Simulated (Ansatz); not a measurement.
The parent structure is NaCl in the rock salt structure (space group Fm-3m, No. 225; a = 5.6955 Å).

All numbers come from plane-wave PAW DFT at the PBE level (Ansatz, a first-principles code, 420 eV), spin-orbit coupling left out.

Base values:

- Lattice parameter a: 5.696 Å
- Electron mass: 0.40 mₑ (at Γ)
- Width of the top valence band: 0.71 eV

Modification: hydrostatic tension (pressure −2 GPa).

Question: Estimate the effect on the lattice parameter a.

Answer: The lattice parameter a rises by 0.2098 Å, from 5.696 Å to 5.905 Å.

Question: Estimate the effect on the electron mass.

Answer: The electron mass becomes 0.42 mₑ (at Γ) (base: 0.40 mₑ (at Γ)).

Question: What happens to the width of the top valence band?

Answer: The width of the top valence band falls by 0.12 eV, from 0.71 eV to 0.59 eV.

The levels and masses belong to the bands next to the band gap. Load acts through the strain it causes; cell and atoms are relaxed under it. Masses are band curvatures over ±0.01 Å⁻¹ around the edge. Whether these cells are dynamically stable was not tested.
